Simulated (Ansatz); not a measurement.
Consider a periodic stack without vacuum, fcc Al (1 1 0) on zinc-blende InP (0 0 1) (film strained to the substrate, faces as cut): substrate slab In12P10, film Al24, surface cells [[-2, 0], [-1, -1]] and [[0, 3], [-1, 0]], film strained by -1.7 and +4.3 %, faces In/In and Al/Al as cut (like faces can put a slab off its formula). Its start:

```yaml
crystal:
  lattice:
    - [8.42860, 0.00106, 0.04269]
    - [0.00052, 4.20923, -0.20786]
    - [2.60782, -0.40179, 29.67426]
  atoms:
    - { symbol: In, position: [0.46158, 0.87260, 0.13727] }
    - { symbol: In, position: [0.95814, 0.85907, 0.14009] }
    - { symbol: In, position: [0.74713, 0.35729, 0.03279] }
    - { symbol: In, position: [0.23302, 0.39643, 0.03927] }
    - { symbol: In, position: [0.39480, 0.95198, 0.34004] }
    - { symbol: In, position: [0.89745, 0.95336, 0.33984] }
    - { symbol: In, position: [0.67663, 0.41479, 0.23977] }
    - { symbol: In, position: [0.17944, 0.41418, 0.23907] }
    - { symbol: In, position: [0.35302, 0.02572, 0.54228] }
    - { symbol: In, position: [0.80761, 0.02787, 0.54014] }
    - { symbol: In, position: [0.61051, 0.49050, 0.43965] }
    - { symbol: In, position: [0.11507, 0.49095, 0.44116] }
    - { symbol: P, position: [0.47864, 0.34959, 0.08542] }
    - { symbol: P, position: [0.96898, 0.33441, 0.08943] }
    - { symbol: P, position: [0.41073, 0.43089, 0.28999] }
    - { symbol: P, position: [0.91261, 0.43218, 0.28941] }
    - { symbol: P, position: [0.19607, 0.89220, 0.18861] }
    - { symbol: P, position: [0.69063, 0.89288, 0.18944] }
    - { symbol: P, position: [0.34815, 0.50430, 0.49183] }
    - { symbol: P, position: [0.84388, 0.50690, 0.49043] }
    - { symbol: P, position: [0.12962, 0.96926, 0.39081] }
    - { symbol: P, position: [0.62970, 0.96894, 0.38959] }
    - { symbol: Al, position: [0.64336, 0.57247, 0.67032] }
    - { symbol: Al, position: [0.97984, 0.57192, 0.67097] }
    - { symbol: Al, position: [0.31443, 0.57083, 0.66793] }
    - { symbol: Al, position: [0.82619, 0.05336, 0.63124] }
    - { symbol: Al, position: [0.15551, 0.05026, 0.62484] }
    - { symbol: Al, position: [0.50113, 0.04974, 0.62295] }
    - { symbol: Al, position: [0.28117, 0.61690, 0.76641] }
    - { symbol: Al, position: [0.61145, 0.61759, 0.76841] }
    - { symbol: Al, position: [0.94813, 0.61849, 0.76824] }
    - { symbol: Al, position: [0.46184, 0.09389, 0.72016] }
    - { symbol: Al, position: [0.79333, 0.09712, 0.72400] }
    - { symbol: Al, position: [0.12933, 0.09428, 0.72075] }
    - { symbol: Al, position: [0.91759, 0.66368, 0.86596] }
    - { symbol: Al, position: [0.24812, 0.66356, 0.86633] }
    - { symbol: Al, position: [0.58151, 0.66240, 0.86433] }
    - { symbol: Al, position: [0.09859, 0.13970, 0.81812] }
    - { symbol: Al, position: [0.42860, 0.13831, 0.81806] }
    - { symbol: Al, position: [0.76474, 0.14143, 0.81989] }
    - { symbol: Al, position: [0.55381, 0.70424, 0.95812] }
    - { symbol: Al, position: [0.88505, 0.71557, 0.96172] }
    - { symbol: Al, position: [0.22120, 0.71847, 0.96231] }
    - { symbol: Al, position: [0.73367, 0.18147, 0.91672] }
    - { symbol: Al, position: [0.06707, 0.19006, 0.91766] }
    - { symbol: Al, position: [0.40022, 0.18598, 0.91629] }
```

The start was prepared with a machine-learned potential, and the result is one local minimum, with the in-plane cell held and forces under 0.04 eV/Å; the film can end far from its bulk form.

These are PBE (plane waves to 420 eV, PAW; Ansatz, a first-principles code) values and carry that method's errors. No spin–orbit coupling; the runs are not spin-polarised; PBE gaps are too small against experiment. Its k-point mesh 3×6×1, Fermi–Dirac width 0.05 eV.

Q: Predict the relaxed interface.

A: 
- interface area = 35.5 Å²
- period = 29.11 Å
- gaps between the outermost planes at the two interfaces = 2.40 and 1.84 Å
- Al–In contacts across the interfaces within 1.22 times the sum of covalent radii = 8, mean 2.86 Å
- estimate of the barrier = withheld, since the Fermi level falls at or inside a band of the host, which a slab this thin can't settle
